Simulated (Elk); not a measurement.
Elk run on LiBr (Fm-3m, 2 atoms in the cell): self-consistent single point.

Method of the run: LDA (PW92), all-electron FP-LAPW, Elk's shipped species files, default APW+lo basis run with Elk 10.2.4.

```yaml
crystal:
  lattice:
    - [0.00000, 2.72269, 2.72269]
    - [2.72269, 0.00000, 2.72269]
    - [2.72269, 2.72269, 0.00000]
  atoms:
    - { symbol: Li, position: [0.00000, 0.00000, 0.00000] }
    - { symbol: Br, position: [0.50000, 0.50000, 0.50000] }
```

Reference input (self-consistent single point, DFT, LDA (PW92), all-electron FP-LAPW, Elk's shipped species files, default APW+lo basis): swidth = 0.000367493 Ha; ngridk = 10 10 10; maxscl = 100. This run's input differs from it in these lines:

```diff
@@ -30,3 +30,3 @@
 ngridk
-  10 10 10
+  5 5 5
```

The program printed (abridged):

```
│ Self-consistent loop started │
│ Loop number : 1 │
 total energy                :     -2614.51273494
│ Loop number : 2 │
 total energy                :     -2614.47686158
RMS change in Kohn-Sham potential (target) :   0.5932930591E-01 (  0.1000000000E-05)
Absolute change in total energy (target)   :   0.3587335649E-01 (  0.1000000000E-03)
│ Loop number : 3 │
 total energy                :     -2613.37861830
RMS change in Kohn-Sham potential (target) :   0.4183016403E-01 (  0.1000000000E-05)
Absolute change in total energy (target)   :    1.107211622     (  0.1000000000E-03)
│ Loop number : 4 │
   [... lines left out ...]
Absolute change in total energy (target)   :   0.1105468227E-02 (  0.1000000000E-03)
│ Loop number : 12 │
 total energy                :     -2610.89548159
RMS change in Kohn-Sham potential (target) :   0.5881427938E-07 (  0.1000000000E-05)
Absolute change in total energy (target)   :   0.2811506870E-03 (  0.1000000000E-03)
│ Loop number : 13 │
 total energy                :     -2610.89548006
RMS change in Kohn-Sham potential (target) :   0.2032235074E-07 (  0.1000000000E-05)
Absolute change in total energy (target)   :   0.7181970113E-04 (  0.1000000000E-03)
Convergence targets achieved

│ Loop number : 14 │

Energies :
 Fermi                       :     0.375587502567E-01
 total energy                :     -2610.89548080

Density of states at Fermi energy :   0.2721546460E-06
 (states/Hartree/unit cell)

Estimated indirect band gap :   0.1761328079
 from k-point      1 to k-point      1
Estimated direct band gap   :   0.1761328079
 at k-point      1

Charges :
 core                        :    18.00000000
 valence                     :    20.00000000
 interstitial                :    2.365623297
 muffin-tins (core leakage)
  species :    1 (Li)
   atom    1                 :    2.097807910     (   0.000000000    )
  species :    2 (Br)
   atom    1                 :    33.53656879     (  0.2384365127E-04)
 total in muffin-tins        :    35.63437670
 total calculated charge     :    37.99016595
 total charge                :    38.00000000
 error                       :   0.9834050913E-02

│ Self-consistent loop stopped │
```

The run converged in 14 iterations. The count includes the last loop, which Elk runs after its targets are met. Against the reference run the free energy rises by 1.2 meV/atom and the gap on the mesh hardly changes (4.788 to 4.793 eV).

The starting cell comes from a database of computed structures (which also holds hypothetical and non-ambient phases and stackings), without a prior relaxation at this level. Values depend on the basis (sphere radii, cutoffs, local orbitals), which need not be converged.
